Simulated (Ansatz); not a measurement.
The parent structure is KTaO₃ in the cubic perovskite structure (space group Pm-3m, No. 221; a = 4.023 Å).

Now apply this change: hydrostatic tension (pressure −2 GPa).

Levels (all Ansatz, an electronic-structure program, PAW, earlier PAW set): PBE (420 eV, no spin-orbit coupling); PBE+SOC (420 eV, noncollinear with spin-orbit coupling).

The geometry is relaxed with PBE.

| Item | Value |
|---|---|
| PBE pressure | -1.98 GPa |
| PBE smallest direct gap | 2.78 eV |
| PBE lowest conduction level above the VBM at special points | Γ 2.15 eV; X 2.29 eV; M 4.85 eV; R 6.18 eV |

Question: What does PBE+SOC give at this geometry for the pressure, electron mass, smallest direct gap and lowest conduction level above the VBM at special points?

Answer: The pressure falls by 0.16 GPa (-1.98 GPa → -2.14 GPa); the electron mass (degenerate bands, along [100]) amounts to 0.27, 0.76 mₑ (at Γ); the smallest direct gap falls by 0.19 eV to 2.59 eV; the lowest conduction level above the VBM at special points goes from Γ 2.15 eV; X 2.29 eV; M 4.85 eV; R 6.18 eV to Γ 2.00 eV; X 2.27 eV; M 4.70 eV; R 6.03 eV.

Single points use the geometry relaxed with PBE. The spin-orbit shifts are approximate. Spin-orbit coupling, missing from the scalar runs, can matter with Ta. Load acts through the strain it causes; cell and atoms are relaxed under it. Masses are band curvatures over ±0.01 Å⁻¹ around the edge. Stability against distortions was not tested.
